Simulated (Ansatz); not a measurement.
Base system: HfC in the rock salt structure (space group Fm-3m, No. 225).

```
CELL_PARAMETERS angstrom
      0.00000     2.32035     2.32035
      2.32035     0.00000     2.32035
      2.32035     2.32035     0.00000
ATOMIC_POSITIONS crystal
  C  0.00000 0.00000 0.00000
  Hf 0.50000 0.50000 0.50000
```

Cartesian axes are those of the cell as printed.

All numbers come from r2SCAN (Ansatz, a program for electronic structure, PAW, scalar-relativistic without spin-orbit coupling).

Free-standing slabs (2 atom(s) a layer) normal to the z axis with 15 Å of vacuum; in-plane cell held at bulk.

One change was made to it. Results:

| quantity | base | after |
|---|---|---|
| excess energy per area of both faces (slab less bulk energy over the cell's area: twice a surface energy) (uncertain by up to 0.09 J/m²) | – | 3.8 J/m² |
| shortest interatomic distance | 4.385 bohr | 4.219 bohr |

**Question.** Name the change that was made.
A) 7 layers
B) 2 layers
C) 5 layers
D) 3 layers

**Answer.** D, 3 layers. For comparison, the shortest interatomic distance in the other runs: 7 layers gives 4.196 bohr; 5 layers gives 4.202 bohr; 2 layers gives 4.156 bohr.

Slab and bulk use different k-meshes, which limits the precision of the excess energy. No phonon test of stability was made. All final runs are without spin polarisation.
